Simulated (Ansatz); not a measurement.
GaBiO3 (model structure, started from the tetragonal perovskite type, P4mm, No. 99, 5 atoms in the cell)

Computed with PBEsol+SOC in Ansatz (plane waves, PAW).

Run with plane-wave cutoff 520 eV, 10×10×8 k mesh (along the axes of the cell as run), Fermi–Dirac smearing 0.01 eV, PAW data made under PBE.

Cell (relaxed with PBEsol):

```
CELL_PARAMETERS angstrom
      3.66637     0.00000     0.00000
      0.00000     3.66637     0.00000
      0.00000     0.00000     4.75574
ATOMIC_POSITIONS crystal
  Ga 0.50000 0.50000 0.49174
  Bi 0.00000 0.00000 0.04924
  O  0.50000 0.50000 0.87502
  O  0.50000 0.00000 0.34500
  O  0.00000 0.50000 0.34500
```

```json
{
 "band_gap": "1.59 eV (indirect)",
 "smallest_direct_gap_on_the_k_points_sampled": "2.32 eV",
 "Γ–Γ gap": "4.44 eV"
}
```

Note: the relaxation could raise the start's symmetry but not lower it, so the cell can be a saddle point; cell and atoms aren't relaxed at this level (pressure 0.2 GPa).

Static lattice: no zero-point or thermal effects.

Cost on a shared machine: roughly 4 core-minutes.

A model structure was made by putting elements into a prototype or built by hand; it is no filed structure, need not be a known phase, and can be a saddle point held by its symmetry.

Ansatz is an electronic-structure program.
